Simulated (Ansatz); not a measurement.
Formation energies of neutral defects against the elements (graphite for carbon, diatomic gases, S8), in hcp Ru (eV), each at one geometry relaxed with PBE and evaluated in Ansatz (a first-principles code) with PBE, r2SCAN. Cell and caveats: 48-site cell; 4×4×4 shifted k-points; no spin–orbit coupling; no Hubbard U; energies good to tenths of an eV; the relaxation kept the symmetry of the starting site; flagged in the runs: for some of the defects a host that isn't quite at rest in this cell.

```tsv
defect	PBE	r2SCAN
Si on the Ru site	-0.39	-0.36
Zr on the Ru site	-0.19	-0.49
Ir on the Ru site	-0.27	-0.30
S on the Ru site	2.00	2.00
B on the Ru site	2.21	2.42
Mo on the Ru site	-0.22	-0.28
Rh on the Ru site	-0.03	-0.04
Cl on the Ru site	3.80	3.69
Cu on the Ru site	0.89	0.96
```

PBE less r2SCAN: over the 9 rows with both numbers (drawn at random from the settled rows of this host; unsettled states are left out), mean 0.02 eV, median 0.00 eV, mean size 0.09 eV, from -0.20 to 0.30 eV.
